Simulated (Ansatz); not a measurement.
Worked example: self-consistent single point of a (111) slab of K2Pt (cut from a parent of space group no. 225; 6 atoms in the cell) in Ansatz (an electronic-structure program).

Level of theory: LDA (PW92), default PAW files made with PBE (plane waves; Ansatz).

```xyz
6
Lattice="5.3318 0.0000 0.0000 2.6659 4.6174 0.0000 0.0000 0.0000 20.5300" Properties=species:S:1:pos:R:3 pbc="T T T"
K      5.3318     3.0783     9.1766
K      0.0000     0.0000     7.0000
K      0.0000     0.0000    13.5300
K      2.6659     1.5391    11.3533
Pt     2.6659     1.5391     8.0883
Pt     5.3318     3.0783    12.4417
```

Reference input (self-consistent single point, DFT, LDA (PW92), plane waves, default PAW files made with PBE): basis.ecutwfc = 30.9 Ry; kpoints.mp_grid.grid = 5 5 1; hamiltonian.xc = lda; hamiltonian.pseudopotentials = {kind: paw} (the program's default PAW files); scf.occupations.method = fermi_dirac; scf.occupations.width = 0.0037 Ry. This run's input differs from it in these lines:

Ansatz 0.2 input:
```diff
@@ -16,3 +16,3 @@
 kpoints:
-  mp_grid: { grid: [5, 5, 1] }
+  mp_grid: { grid: [4, 4, 1] }
 hamiltonian:
```

Output, abridged:

```
SCF iter   1: F=—  HF=-30473.482278 eV  |F-HF|=—  |Δ(HF+E_count)|=         —  Δρ=3.15e-3  dr2=7.39e-2  ethr=1.77e-3  ⟨swp⟩=8.5  Hψ=796  notcnv=0
all-band conjugate gradients solve this SCF's bands
preconditioner: auto → Resta (q_TF=auto, 1.972 Å⁻¹)
SCF iter   2: F=—  HF=-30473.473528 eV  |F-HF|=—  |Δ(HF+E_count)|=   8.75e-3  Δρ=2.13e-3  dr2=2.71e-2  ethr=1.03e-4  ⟨swp⟩=2.5  Hψ=305  notcnv=0  defer=5
   [... lines left out ...]
SCF iter   7: F=—  HF=-30473.469982 eV  |F-HF|=—  |Δ(HF+E_count)|=   3.48e-4  Δρ=7.74e-6  dr2=7.12e-7  ethr=1.28e-8  ⟨swp⟩=2.0  Hψ=191  notcnv=0  defer=5
SCF iter   8: F=-30473.469982 eV  HF=-30473.469982 eV  |F-HF|=1.15e-8  |Δ(HF+E_count)|=   2.47e-7  Δρ=1.83e-6  dr2=3.61e-8  ethr=1.39e-10  ⟨swp⟩=21.8  Hψ=847  notcnv=0
the search or the solves at the SCF's close seem to have found levels that the self-consistency loop had missed (the run counts 1) …
SCF 1 converged in 8 iterations: F = -30473.469982 eV  dr2 = 3.61e-8
Free energy (F): -30473.469982 eV
Internal energy: -30473.469979 eV  (E = F + TS)
E sigma→0 (E₀):  -30473.469981 eV
Entropy (-TS):   -0.000003 eV (-0.000 meV/atom)
Fermi energy:    0.873126 eV
--- Forces (eV/Å), atoms counted from 1 ---
  atom   1  K     -0.00000000     0.00000000     0.06154651
  atom   2  K      0.00000000    -0.00000000     0.19121980
  atom   3  K      0.00000000     0.00000000    -0.19121980
  atom   4  K     -0.00000000    -0.00000000    -0.06154651
  atom   5  Pt     0.00000000     0.00000000     0.03964636
  atom   6  Pt     0.00000000    -0.00000000    -0.03964636
--- Stress (GPa, compression-positive) ---
       -1.182037       0.000000       0.000000
        0.000000      -1.182037       0.000000
       -0.000000       0.000000      -0.492920
  P = ⅓ Tr σ = -0.9523 GPa (-9.523 kbar)
  The stress holds the Pulay correction. Without it, at fixed plane waves, as pw.x and ABINIT print it: P = -0.9550 GPa
```

The run converged in 8 iterations. Against the reference run the free energy is nearly the same (within 1 meV/atom), the largest force moves little (0.190 to 0.191 eV/Å) and the gap on the mesh goes from 1.308 to 1.298 eV.

The starting cell comes from a database of computed structures (which also holds hypothetical and non-ambient phases and stackings), without a prior relaxation at this level. The slab is cut from that crystal, and its faces are unrelaxed. Its lattice was rescaled by up to half a per cent. Spin-orbit coupling is off.
